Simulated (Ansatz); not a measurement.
## rock-salt TiN (1 1 0) on monoclinic HfO2 (0 1 0), 2 O on N sites at each interface (film strained to the substrate, faces as cut)

A periodic stack without vacuum, rock-salt TiN (1 1 0) on monoclinic HfO2 (0 1 0), 2 O on N sites at each interface (film strained to the substrate, faces as cut): substrate slab Hf20O44, film O4N20Ti24, surface cells [[0, -1], [2, -1]] and [[1, 1], [0, 4]], film strained by +2.8 and +3.8 %, faces O/O and NTi/NTi as cut (like faces can put a slab off its formula).

The start was prepared with a machine-learned potential, and the result is one local minimum, with the in-plane cell held and forces under 0.04 eV/Å; the film can end far from its bulk form.

All values below come from PBE (plane waves to 420 eV, PAW; Ansatz, an electronic-structure program). Scalar-relativistic, without spin–orbit coupling; the runs are not spin-polarised; PBE gaps are too small against experiment. Its k-point mesh 6×3×1, Fermi–Dirac width 0.05 eV.

- interface area = 54.5 Å²
- period = 23.78 Å
- gaps between the outermost planes at the two interfaces = 0.96 and 0.96 Å
- Hf–Ti contacts across the interfaces within 1.22 times the sum of covalent radii = 18, mean 3.65 Å
- O–Ti contacts across the interfaces within 1.22 times the sum of covalent radii = 15, mean 2.09 Å
- Hf–O contacts across the interfaces within 1.22 times the sum of covalent radii = 2, mean 2.80 Å

```xyz
112
Lattice="5.3525 0.0000 -0.0582 7.0857 10.1763 -0.0050 3.0693 1.4387 23.7565" Properties=species:S:1:pos:R:3 pbc="T T T"
Hf     4.2948     3.6681     2.3040
Hf    10.4816     8.9798     2.3655
Hf     1.8224     1.6132     1.7337
Hf     7.8463     6.9514     1.9615
Hf     4.3912     1.6351     4.9639
Hf     5.2019     6.6955     4.9413
Hf     7.0065     3.9889     4.3441
Hf     7.8178     9.0583     4.5189
O      5.3270     5.0516     3.5442
O     11.4296    10.1045     3.8287
O      0.7600     0.5708     5.6807
O      6.9132     5.6347     5.5823
O      3.3428     0.3329     0.9643
O      2.6694     5.8132     0.3704
O      8.0973     5.0554     2.9712
O      8.6989    10.0910     2.9408
O      5.4708     2.4997     0.8585
O      6.5201     8.3270     1.0965
O      5.7893     2.5333     3.3695
O      6.5507     7.6253     3.5053
O      3.1066     2.4296     3.4020
O      9.2034     7.6297     3.4918
O      2.6912     3.2805     1.0264
O      9.3240     7.8800     0.8951
Hf     4.2991     3.8748     7.5212
Hf    10.5437     9.0013     7.5240
Hf     1.7091     1.6710     7.1216
Hf     7.9011     6.7224     7.0556
Hf     4.3537     1.5549    10.2408
Hf    10.6281     6.6661    10.0598
Hf     6.9691     3.9101     9.6174
Hf     7.8907     9.0290     9.6996
O      5.2509     4.9772     8.9580
O     11.5318    10.0874     8.9976
O     13.1212    10.6746    11.0325
O      7.0123     5.6157    10.7527
O     10.5325    10.7639     6.4365
O      9.5957     5.6097     6.3063
O      7.9152     4.9602     8.1442
O      8.8480    10.1128     8.2722
O      5.6061     3.0556     6.0311
O      6.4355     8.1048     6.0724
O      5.7538     2.4903     8.5546
O      6.6578     7.6188     8.5663
O      3.0873     2.5148     8.7049
O      9.3170     7.5854     8.5998
O      2.9210     3.0304     5.9345
O      9.1281     8.1393     5.9833
Hf     4.1972     3.9299    12.8990
Hf    10.5940     8.7628    12.6239
Hf     7.0721     1.8776    12.2802
Hf     7.9629     6.7362    12.2130
O     10.3505    10.6625    11.6092
O      9.7401     5.6277    11.6257
O      8.0384     5.2120    13.6232
O     10.4546     9.9104    14.2676
O      5.5714     3.0134    11.2176
O     11.8939     8.1018    11.0765
O      5.8989     3.0476    13.7277
O      6.5443     7.3550    13.5277
O      3.3263     2.2662    13.6092
O      9.0952     7.8565    13.7013
O      8.2548     3.1132    11.1765
O      9.2395     8.0908    11.0945
O      9.6646     4.5999    15.5756
N     11.0858     7.4092    15.7164
O     13.0668     9.8452    15.6889
N      7.5765     2.2460    15.7505
N      4.9548     2.2080    16.9042
N      6.8112     4.8482    16.7894
N      8.4665     7.3203    16.8086
N     10.2880     9.9214    16.9618
N      7.6700     2.2304    18.4862
N      9.4589     4.7904    18.4035
N     11.2252     7.3309    18.4236
N     12.9763     9.8712    18.4772
N     10.3174     9.8523    19.9143
N      4.9961     2.2159    19.9384
N      6.7843     4.7746    19.8547
N      8.5651     7.3124    19.8621
N     13.0747     9.8601    21.5318
N      7.6454     2.1601    21.5473
N      9.5010     4.7963    21.4352
N     11.2527     7.2620    21.3765
O      8.4734     7.3392    22.6506
N     10.4568     9.7782    22.6222
O      4.7900     2.4073    22.7765
N      6.8823     4.7599    22.5903
Ti     8.5263     3.5732    16.9716
Ti    10.3637     6.0035    16.8959
Ti    12.0262     8.6686    16.9542
Ti     6.7807     0.9226    17.0378
Ti     5.9872     3.3971    15.6496
Ti     7.3378     6.4358    15.2321
Ti     9.4689     8.6064    15.5081
Ti     3.7372     1.1899    15.4500
Ti    13.8403    11.1371    20.0387
Ti     8.5989     3.4934    19.8540
Ti    10.3156     6.0594    19.8954
Ti    12.1685     8.5779    19.9219
Ti     4.1432     0.9452    18.4465
Ti     5.8519     3.5134    18.4868
Ti     7.7051     6.0444    18.2995
Ti     9.3706     8.6083    18.4181
Ti    12.0656     8.5767    22.8357
Ti    14.2021    10.7397    23.1042
Ti     8.4706     3.6056    22.6896
Ti    10.7179     5.8031    22.8930
Ti     9.5186     8.5089    21.3835
Ti    11.1735    11.1841    21.4412
Ti     5.9354     3.4314    21.3648
Ti     7.6724     6.0916    21.3075
```
